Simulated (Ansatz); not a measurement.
# A computed series for ZrN: response to strain

Start from ZrN in the rock salt structure (space group Fm-3m, No. 225; relaxed with 0.1 eV smearing).

```
ZrN
1.0
    0.00000     2.27655     2.27655
    2.27655     0.00000     2.27655
    2.27655     2.27655     0.00000
N Zr
1 1
Direct
  0.00000   0.00000   0.00000
  0.50000   0.50000   0.50000
```

Cartesian axes are those of the cell as printed.

Strains are applied to the cell and any free atomic positions relax; under biaxial strain the out-of-plane vector relaxes too.

Method: plane-wave PAW DFT at the PBEsol level (Ansatz, a first-principles code, 420 eV), no spin-orbit coupling, earlier PAW set.

Notes on the quantities. energy relative to the base: free energy F; pressure: mean of the normal stresses, compression positive.

| variant | volume per atom | energy relative to the base | pressure |
|---|---|---|---|
| base | 11.80 Å³ | 0 meV/atom | 0.0 GPa |
| biaxial strain −0.82 %, plane normal [001], relaxed out of plane | 11.64 Å³ | +3.3 meV/atom | 3.8 GPa |
| biaxial strain −1.13 %, plane normal [110], relaxed out of plane | 11.63 Å³ | +5.0 meV/atom | 4.1 GPa |
| biaxial strain +1.21 %, plane normal [111], relaxed out of plane | 11.96 Å³ | +4.9 meV/atom | -3.6 GPa |
| isotropic strain −1.10 % | 11.41 Å³ | +11 meV/atom | 9.6 GPa |
| uniaxial strain ε_xx = −5.89 % | 11.10 Å³ | +94 meV/atom | 21.2 GPa |

No phonon test of stability was made. All final runs are without spin polarisation. An odd electron count without spin: ZrN.
